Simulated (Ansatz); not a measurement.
Faces of rock-salt SrO in 1x1 cells, as slabs relaxed from ideal cuts; for each face the lowest of the symmetric, stoichiometric cuts and spin starts that were computed. The slabs keep the symmetry of their cuts; real faces may buckle, or reconstruct in larger cells. No spin-orbit coupling, no Hubbard U.

The numbers are results of PBE (plane waves to 420 eV, PAW; Ansatz, an electronic-structure program), not measurements.

| face | cell area (Å²) | outermost plane spacing of the ideal cut (Å) | γ unrelaxed (J/m²) | γ relaxed (J/m²) | ionisation potential, top face (eV) |
|---|---|---|---|---|---|
| (100) | 13.50 | 2.60 | 0.53 | ? | 3.82 |
| (110) | 19.09 | 1.84 | 1.34 | 1.15 | ? |
| (210) | 30.18 | 1.16 | 1.03 | 0.82 | ? |
| (211) | 33.06 | 1.06 | 2.28 | 1.44 | 3.83 |
| (221) | 40.49 | 0.87 | 2.59 | 1.42 | 3.37 |

Question: Fill in the missing entries.

Answer: 
- (100), γ relaxed (J/m²): 0.51
- (110), ionisation potential, top face (eV): 3.98
- (210), ionisation potential, top face (eV): 3.91
